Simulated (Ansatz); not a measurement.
CdSe (model structure, started from the BeO type, P4₂/mnm, No. 136, 8 atoms in the cell), treated with r²SCAN (plane waves, PAW; Ansatz, a quantum-chemistry and plane-wave program).

Settings: plane-wave cutoff 560 eV, 6×6×8 k mesh (along the axes of the cell as run), Fermi–Dirac smearing 0.01 eV, scalar-relativistic PAW data made under PBE.

Cell (relaxed at this level):

```
CELL_PARAMETERS angstrom
      7.44842     0.00000     0.00000
      0.00000     7.44842     0.00000
      0.00000     0.00000     4.37245
ATOMIC_POSITIONS crystal
  Cd 0.32331 0.67669 0.00000
  Cd 0.67669 0.32331 0.00000
  Cd 0.82331 0.82331 0.50000
  Cd 0.17669 0.17669 0.50000
  Se 0.31539 0.31539 0.00000
  Se 0.68461 0.68461 0.00000
  Se 0.18461 0.81539 0.50000
  Se 0.81539 0.18461 0.50000
```

Q: Give the computed band gap and bulk modulus.

A: 
* **band gap**: 1.22 eV (on the SCF k mesh)
* **bulk modulus**: 45.5 GPa

Note: the bulk modulus is −V dP/dV from two relaxed cells at ±2 % in volume; the relaxation could raise the start's symmetry but not lower it, so the cell can be a saddle point.

Spin–orbit coupling is not included.

Cost on a shared machine: around 9 core-minutes (rough).

A model structure was made by putting elements into a prototype or built by hand; it is no filed structure, need not be a known phase, and can be a saddle point held by its symmetry.
